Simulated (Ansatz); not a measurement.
The reference is SnSe2 in the CdI2 type structure (space group P-3m1, No. 164; a = 3.8402 Å, c = 6.0066 Å; layered, stacked along the Cartesian z axis). Axes: x lies along a and z along c of the hexagonal cell.

Level of theory: PBE-D3(BJ)/PAW in Ansatz (an electronic-structure program), no spin-orbit coupling.

For the base:

```
Item                  Result
-------------------  -------
Smallest direct gap  0.82 eV
```

Perturbation: biaxial strain −2.50 %, plane normal [001], relaxed out of plane (Cartesian); in-plane vectors clamped, the third vector and the atoms free.

Problem. How does this affect the smallest direct gap?

Solution. The smallest direct gap rises by 0.31 eV, from 0.82 eV to 1.13 eV.

Problem. What happens to the in-plane stress?

Solution. The mean in-plane stress (compression positive) is +3.2 GPa.

Gaps are Kohn–Sham eigenvalue differences; semilocal functionals usually give less than the measured gap. Stability against distortions was not tested.
